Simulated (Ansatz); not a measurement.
Results of PBE (Ansatz, a quantum-chemistry and plane-wave program, PAW) for BeCdO2 (model structure, started from the ScAlN2 type, P3m1, No. 156, 4 atoms in the cell).

Numerical settings: plane-wave cutoff 520 eV, 12×12×8 k mesh (along the axes of the cell as run), Fermi–Dirac smearing 0.01 eV, scalar-relativistic PAW data made under PBE.

Cell (relaxed at this level):

```xyz
4
Lattice="3.0866 0.0000 0.0000 -1.5433 2.6731 0.0000 0.0000 0.0000 5.4813" Properties=species:S:1:pos:R:3 pbc="T T T"
Cd     0.0000     1.7821     0.1443
O      0.0000     1.7821     2.3075
Be     1.5433     0.8910     2.8472
O      1.5433     0.8910     4.4031
```

Question: Predict the band gap.

Answer: 
- band gap = 0.82 eV

Note: the relaxation could raise the start's symmetry but not lower it, so the cell can be a saddle point.

Spin–orbit coupling is not included.

Computed values are for the static lattice.

It cost very roughly 20 core-seconds of CPU time.

A model structure was made by putting elements into a prototype or built by hand; it is no filed structure, need not be a known phase, and can be a saddle point held by its symmetry.
